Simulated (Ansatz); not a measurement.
# RhGe2 (model structure, started from the C54 type, Fddd, No. 70, 6 atoms in the cell)

The numbers are results of PBEsol (Ansatz, a program for electronic structure, PAW), not measurements.

Numerical settings: plane-wave cutoff 500 eV, 12×12×12 k mesh, Fermi–Dirac smearing 0.05 eV, no spin polarisation, scalar-relativistic PAW data made under PBE.

Cell (relaxed at this level):

```cif
data_Ge4Rh2
_chemical_formula_sum 'Ge4 Rh2'
_space_group_name_H-M_alt 'P 1'
_space_group_IT_number 1
_cell_length_a 6.32641
_cell_length_b 5.39332
_cell_length_c 4.65671
_cell_angle_alpha 77.643
_cell_angle_beta 56.383
_cell_angle_gamma 45.974
loop_
_space_group_symop_operation_xyz
  'x, y, z'
loop_
_atom_site_label
_atom_site_type_symbol
_atom_site_fract_x
_atom_site_fract_y
_atom_site_fract_z
_atom_site_occupancy
Ge1 Ge 0.66920 0.33080 0.66920 1
Ge2 Ge 0.33080 0.66920 0.33080 1
Ge3 Ge 0.58080 0.91920 0.58080 1
Ge4 Ge 0.91920 0.58080 0.91920 1
Rh1 Rh 0.00000 0.00000 0.00000 1
Rh2 Rh 0.25000 0.25000 0.25000 1
```

```json
{
  "band_gap": "none"
}
```

Note: the relaxation could raise the start's symmetry but not lower it, so the cell can be a saddle point.

Spin–orbit coupling is not included.

Static lattice: no zero-point or thermal effects.

A model structure was made by putting elements into a prototype or built by hand; it is no filed structure, need not be a known phase, and can be a saddle point held by its symmetry.
